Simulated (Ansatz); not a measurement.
# A computed series for InAs: alloy series

Start from InAs in the zinc blende structure (space group F-43m, No. 216; a = 6.1863 Å).

The other end (x = 1) is AlAs in the zinc blende structure (space group F-43m, No. 216): 23.50 Å³/atom, gap 1.50 eV.

Al replaces a fraction x of In; each row is one arrangement (x, atoms in the cell, starting space group or random), fully relaxed.

Calculations: PBE in Ansatz (plane waves to 420 eV, PAW, no spin-orbit coupling).

Task: Only one of these has no band gap. Which?
(A) x(Al) = 0.75, 8 atoms, Pmm2
(B) x(Al) = 0.75, 8 atoms, Cm
(C) x(Al) = 0.25, 8 atoms, P-4m2
(D) x(Al) = 0.5, 4 atoms, P-4m2

Result: C, x(Al) = 0.25, 8 atoms, P-4m2. Computed: x(Al) = 0.5, 4 atoms, P-4m2: 0.48 eV; x(Al) = 0.25, 8 atoms, P-4m2: zero; x(Al) = 0.75, 8 atoms, Cm: 1.02 eV; x(Al) = 0.75, 8 atoms, Pmm2: 1.03 eV

These are small ordered cells, not random alloys; other orderings at the same x differ. Stability against distortions was not tested. The final runs are not spin-polarised. A zero or small gap of InAs and AlIn3As4 can be the functional's error rather than a property of the material.

Ansatz is a program for electronic structure.
